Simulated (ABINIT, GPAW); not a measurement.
A GPAW input for a self-consistent single point of Bi3Au (Pm-3m, 4 atoms in the cell) (DFT PBEsol, plane waves, GPAW PAW datasets PBEsol (made by gpaw-setup)):

```python
from ase import Atoms
from ase.units import GPa
from gpaw import GPAW, PW, FermiDirac

atoms = Atoms(['Bi', 'Bi', 'Bi', 'Au'],
              cell=[[4.826410, 0.000000, 0.000000],
                    [0.000000, 4.826410, 0.000000],
                    [0.000000, 0.000000, 4.826410]],
              positions=[[0.000000, 2.413205, 2.413205],
                         [2.413205, 0.000000, 2.413205],
                         [2.413205, 2.413205, 0.000000],
                         [0.000000, 0.000000, 0.000000]],
              pbc=True)

calc = GPAW(mode=PW(550),
            xc='PBEsol',
            kpts=(5, 5, 5),
            occupations=FermiDirac(0.1),
            nbands=-10,
            symmetry={'symmorphic': False, 'tolerance': 0.0005},
            maxiter=120,
            txt='-')

atoms.calc = calc

energy = atoms.get_potential_energy()
print('Energy (eV):', round(energy, 6))
forces = atoms.get_forces()
print('Forces (eV/Ang):')
print(forces.round(5))
stress = atoms.get_stress()
print('Stress (GPa, Voigt):', (stress / GPa).round(4))
```

Task: Give the ABINIT input for the same structure, mesh, smearing and functional.

Result: One input that does it (others would too):

```
# Bi3Au, PseudoDojo nc-sr-04 PBEsol standard
pp_dirpath "./"
pseudos "Bi.upf, Au.upf"
acell 4.8264100000 4.8264100000 4.8264100000 Angstrom
rprim
         1.0000000000    0.0000000000    0.0000000000
         0.0000000000    1.0000000000    0.0000000000
         0.0000000000    0.0000000000    1.0000000000
natom 4
ntypat 2
znucl 83 79
typat 1 1 1 2
xred
         0.0000000000    0.5000000000    0.5000000000
         0.5000000000    0.0000000000    0.5000000000
         0.5000000000    0.5000000000    0.0000000000
         0.0000000000    0.0000000000    0.0000000000
ecut 1034 eV
occopt 3
tsmear 0.00367493
nband 41
kptopt 1
ngkpt 5 5 5
nshiftk 1
shiftk 0 0 0
nstep 60
tolvrs 1.0e-10
prtwf 0
prtden 0
enunit 1
```

Basis settings and potentials, where a program has them, do not carry over. This input uses DFT, PBEsol, plane waves, norm-conserving pseudopotentials (PseudoDojo nc-sr-04 PBEsol standard). Both were run: pressure -3.03 GPa in GPAW and -3.11 in ABINIT.

On GPAW: the starting cell comes from a database of computed structures (which also holds hypothetical and non-ambient phases and stackings), without a prior relaxation at this level. With a pressure of about -3 GPa the cell is away from its equilibrium volume at this level.

On ABINIT: the starting cell comes from a database of computed structures (which also holds hypothetical and non-ambient phases and stackings), without a prior relaxation at this level. With a pressure of about -3 GPa the cell is away from its equilibrium volume at this level.
